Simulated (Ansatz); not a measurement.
# B20 (FeSi-type) CoSi

Computed with LDA in Ansatz (plane waves, PAW).

Settings: plane-wave cutoff 520 eV, 14×14×14 k mesh, Fermi–Dirac smearing 0.021 eV (set by the program), no spin polarisation, scalar-relativistic PAW data made under PBE.

Cell (relaxed at this level):

```xyz
8
Lattice="4.3503 0.0000 0.0000 0.0000 4.3503 0.0000 0.0000 0.0000 4.3503" Properties=species:S:1:pos:R:3 pbc="T T T"
Co     3.7166     2.8089     1.5414
Co     1.5414     3.7166     2.8089
Co     0.6337     0.6337     0.6337
Co     2.8089     1.5414     3.7166
Si     0.6827     1.4925     2.8579
Si     2.8579     0.6827     1.4925
Si     3.6676     3.6676     3.6676
Si     1.4925     2.8579     0.6827
```

For B20 (FeSi-type) CoSi, the elastic constant C11 is 426 GPa. The elastic constant C12 is 169 GPa and the elastic constant C44 comes out as 137 GPa. The voigt–Reuss–Hill bulk modulus comes out as 255 GPa and the polycrystal shear modulus (Hill average) is 133 GPa. The Young modulus comes out as 341 GPa and the Poisson ratio comes out as 0.277.

Elastic constants are with the ions relaxed.

The computed numbers hold no vibrational or temperature effects.

It cost roughly 3 core-hours of CPU time.

Ansatz is a first-principles code.
